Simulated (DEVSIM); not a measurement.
Structure: Co/SiO2/n-Si capacitor, at 250 K.

```
layer (left to right)  material  thickness (nm)  Nd (cm⁻³)
---------------------  --------  --------------  ---------
1                          SiO2            2.40          -
2                            Si           14000     1.8e15
```

Metal gate on the left, work function 5 eV. Fixed charge at the semiconductor interface -1.9e10 cm⁻² (in units of +e); no interface traps.

The device is made up for the run: typed textbook-type constants, with dimensions and the other settings drawn at random. Values at 300 K; Nc and Nv go as T^1.5, mobilities as T to minus their exponent, the gap by Varshni's rule with the affinity fixed.

```
parameter         SiO2        Si
----------------  ----  --------
gap (eV)             9     1.124
affinity (eV)      0.9      4.05
permittivity       3.9      11.7
Nc (cm⁻³)            -   2.86e19
Nv (cm⁻³)            -    3.1e19
Varshni α (eV/K)     -  0.000473
Varshni β (K)        -       636
```

DEVSIM, 1D Poisson equation in equilibrium, Boltzmann statistics, complete ionisation; no quantum confinement or tunnelling. Metal contacts follow the ideal Schottky-Mott rule: no Fermi-level pinning, no interface dipoles.

The substrate doping was swept, all else fixed.

```
substrate doping (cm^-3)  threshold voltage (band bending 2φF) (V)  flat-band voltage (V)  minimum of the low-frequency capacitance (μF/cm²)
------------------------  ----------------------------------------  ---------------------  -------------------------------------------------
9e13                                                          0.08                   0.69                                            0.00403
1.8e14                                                        0.07                   0.70                                            0.00560
3.6e14                                                        0.05                   0.71                                            0.00773
9e14                                                          0.03                   0.73                                             0.0114
1.8e15                                                           ?                   0.75                                                  ?
3.6e15                                                       -0.02                   0.76                                             0.0217
```

Problem. Some entries are withheld; supply them.

Solution. 
- 1.8e15, threshold voltage (band bending 2φF) (V): 0.01
- 1.8e15, minimum of the low-frequency capacitance (μF/cm²): 0.0156
